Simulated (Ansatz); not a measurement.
**A computed series for V2O3: pressure series**

The parent structure is V2O3 in the corundum structure (space group R-3c, No. 167; a = 4.775 Å, c = 14.228 Å (hexagonal axes); ferromagnetic).

Cell and atoms are relaxed at each pressure.

Level of theory: PBEsol (Ansatz, an electronic-structure program; PAW; 420 eV plane waves; no spin-orbit coupling).

Notes on the quantities. enthalpy: H = E + PV relative to the base's energy.

```csv
case,enthalpy,largest site moment,lattice parameter a,c/a ratio
base,–,0.80 μB,4.775 Å,2.980
pressure −2 GPa,-0.12 eV/atom,0.80 μB,4.790 Å,2.975
pressure −1 GPa,-0.06 eV/atom,0.80 μB,4.782 Å,2.978
pressure 0.3 GPa,+0.02 eV/atom,0.80 μB,4.772 Å,2.981
pressure 0.7 GPa,+0.04 eV/atom,0.79 μB,4.769 Å,2.982
pressure 1.5 GPa,+0.09 eV/atom,0.79 μB,4.763 Å,2.984
pressure 3 GPa,+0.17 eV/atom,0.79 μB,4.752 Å,2.987
pressure 5 GPa,+0.29 eV/atom,0.78 μB,4.738 Å,2.992
pressure 7.5 GPa,+0.43 eV/atom,0.77 μB,4.720 Å,2.999
pressure 10 GPa,+0.57 eV/atom,0.76 μB,4.703 Å,3.005
```

Other magnetic orders, which the real material may have, were not ruled out. Load acts through the strain it causes; cell and atoms are relaxed under it. Whether these cells are dynamically stable was not tested. Competing high-pressure phases were not computed. No Hubbard U is applied, and correlation can decide whether such a compound is a metal. The base started in C2/c and relaxed to R-3c at this level.
